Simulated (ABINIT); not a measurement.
A self-consistent single point of Rh (Fm-3m, 1 atom in the cell) with ABINIT.

Method of the run: PBEsol, norm-conserving pseudopotentials (PseudoDojo nc-sr-04 PBEsol standard) (plane waves; ABINIT 10.0.3).

```xyz
1
Lattice="0.0000 1.8596 1.8596 1.8596 0.0000 1.8596 1.8596 1.8596 0.0000" Properties=species:S:1:pos:R:3 pbc="T T T"
Rh     0.0000     0.0000     0.0000
```

Reference input (self-consistent single point, DFT, PBE, plane waves, norm-conserving pseudopotentials (PseudoDojo nc-sr-05 PBE standard)): pseudos = [Rh.upf]; ecut = 1197 eV; occopt = 7; tsmear = 0.2 eV; ngkpt = 12 12 12; nshiftk = 1; shiftk = 0 0 0; potentials = PseudoDojo nc-sr-05 PBE standard; nband = 14; kptopt = 1; nstep = 80; tolvrs = 1e-11. This run's input differs from it in these lines:

```diff
@@ -1,2 +1,2 @@
-# Rh, PseudoDojo nc-sr-05 PBE standard
+# Rh, PseudoDojo nc-sr-04 PBEsol standard
 pp_dirpath "./"
```

Its files differ too (potentials: PseudoDojo nc-sr-05 PBE standard → PseudoDojo nc-sr-04 PBEsol standard).

Output, abridged:

```
--- !BeginCycle
solver: {iscf: 7, nstep: 80, nline: 4, wfoptalg: 0, }
tolerances: {tolvrs: 1.00E-11, }
...

     iter   Etot(hartree)      deltaE(h)  residm     vres2
 ETOT  1  -117.14937156729    -1.171E+02 3.296E-01 1.192E+02
 ETOT  2  -117.18721011860    -3.784E-02 3.717E-02 1.070E+02
 ETOT  3  -117.21505900957    -2.785E-02 4.637E-03 1.118E-02
 ETOT  4  -117.21506567018    -6.661E-06 1.717E-03 4.894E-04
 ETOT  5  -117.21506577573    -1.056E-07 8.163E-04 6.240E-07
 ETOT  6  -117.21506577585    -1.144E-10 6.688E-04 7.023E-09
 ETOT  7  -117.21506577585     1.904E-12 1.765E-04 4.018E-11
 ETOT  8  -117.21506577585    -2.245E-12 5.247E-04 6.718E-15
 At SCF step    8       vres2   =  6.72E-15 < tolvrs=  1.00E-11 =>converged.

 Cartesian components of stress tensor (hartree/bohr^3)
  sigma(1 1)= -5.68797818E-04  sigma(3 2)=  0.00000000E+00
  sigma(2 2)= -5.68797818E-04  sigma(3 1)=  0.00000000E+00
  sigma(3 3)= -5.68797818E-04  sigma(2 1)=  0.00000000E+00

 ----iterations are completed or convergence reached----

 reduced coordinates (array xred) for    1 atoms
       0.000000000000      0.000000000000      0.000000000000
 cartesian forces (eV/Angstrom) at end:
    1     -0.00000000000000    -0.00000000000000    -0.00000000000000
 frms,max,avg= 0.0000000E+00 0.0000000E+00   0.000E+00  0.000E+00  0.000E+00 e/A
 length scales=  4.969728937200  4.969728937200  4.969728937200 bohr
              =  2.629867286436  2.629867286436  2.629867286436 angstroms
   [... lines left out ...]
 Fermi (or HOMO) energy (hartree) =   0.65309   Average Vxc (hartree)=  -0.55245
   [... lines left out ...]
total_energy        : -1.17215065775850E+02
total_energy_eV     : -3.18958414900179E+03
band_energy         : -6.18524890455869E+00
...

-Cartesian components of stress tensor (GPa)         [Pressure=  1.6735E+01 GPa]
- sigma(1 1)= -1.67346067E+01  sigma(3 2)=  0.00000000E+00
- sigma(2 2)= -1.67346067E+01  sigma(3 1)=  0.00000000E+00
- sigma(3 3)= -1.67346067E+01  sigma(2 1)=  0.00000000E+00

 Calculation completed.
```

The run converged in 8 iterations. Against the reference run the pressure goes from 28.82 to 16.73 GPa.

The starting cell comes from a database of computed structures (which also holds hypothetical and non-ambient phases and stackings), without a prior relaxation at this level. Its lattice was rescaled by a random factor within 2.5 % of one. Spin polarisation is off. With a pressure of about 17 GPa the cell is away from its equilibrium volume at this level.

Cost on one core of a shared machine: roughly 50 s.
